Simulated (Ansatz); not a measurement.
Pb (Fm-3m), PBEsol, DFPT electron-phonon coupling, linearised Boltzmann equation (Ansatz, a first-principles code): Condition of this run: hydrostatic pressure 10 GPa (the target of the relaxation). phonon-limited resistivity 5.41 μΩ·cm at 300 K, 7.27 μΩ·cm at 400 K, current-weighted mean free path 13.9 nm, Drude plasma energy 10.82 eV.

Problem. Estimate the electronic thermal conductivity at 300 K by the Wiedemann-Franz law (L₀ = 2.44×10⁻⁸ W·Ω/K²).

Solution. L₀T/ρ = 2.44×10⁻⁸ × 300/(5.41×10⁻⁸) = 135 W/(m·K). Inelastic scattering puts the true Lorenz number somewhat under L₀ near and below the Debye temperature.

Problem. What temperature coefficient of resistance follows, and how does it compare with 1/T?

Solution. (ρ₄₀₀ − ρ₃₀₀)/(100 K × ρ₃₀₀) = 3.44×10⁻³ K⁻¹, against 1/T = 3.33×10⁻³ K⁻¹ for a resistivity proportional to T. Impurities would add a constant and lower it.

Problem. What Drude relaxation time do resistivity and plasma energy imply?

Solution. ω_p = 1.64e16 s⁻¹, so τ = 1/(ε₀ ω_p² ρ) = 7.73 fs, a damping ħ/τ of 85.2 meV.

A metal at this level (no band gap). Only scattering by harmonic phonons is included (no impurities, grain boundaries, electron-electron scattering or thermal expansion). Spin-orbit coupling is left out, which matters with elements this heavy. The run warned that the eigensolver left some states short of its tolerance. Halving the electron mesh (32x32x32) moves the resistivity by up to 3 % at 300 K, the mean free path by up to 1 %. Smearing 0.20 eV; phonons on a 5x5x5 q mesh, which this run doesn't test.
